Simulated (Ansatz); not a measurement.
The parent structure is a 15-atom supercell of CsPbCl3 in the cubic perovskite structure (space group Pm-3m, No. 221; a = 5.619 Å) at its relaxed geometry.

Calculations: Ansatz (an electronic-structure program) PBEsol, no spin-orbit coupling, earlier PAW set.

For the base:

The pressure comes out as 0.0 GPa.

Modification: a neutral Cs on a Pb site (antisite), atoms relaxed at fixed cell, starting from a slightly rattled geometry.

Tabulated Pauling electronegativity and covalent radius: Pb 2.33, 1.46 Å; Cs 0.79, 2.44 Å.

Q: Predict the new largest displacement of a host atom from its site in the perfect cell.

A: The largest displacement of a host atom from its site in the perfect cell amounts to 0.93 Å.

Q: Predict the new pressure.

A: The pressure goes from zero to 1.0 GPa.

Other magnetic orders, which the real material may have, were not ruled out. The cell is small, so the values are those of an ordered compound at a high defect concentration; dilute-limit values will differ. A case with no gap was solved on a k-mesh chosen for an insulator, which is coarse for it. Seeded moments were not kept for Cs on a Pb site (antisite). Many cubic perovskites are stable only at high temperature; tilts and polar distortions were not tested. The defect cell is spin-polarised and ends with 0.0 μB. This is not the structure that CsPbCl3 has at room temperature and ambient pressure.
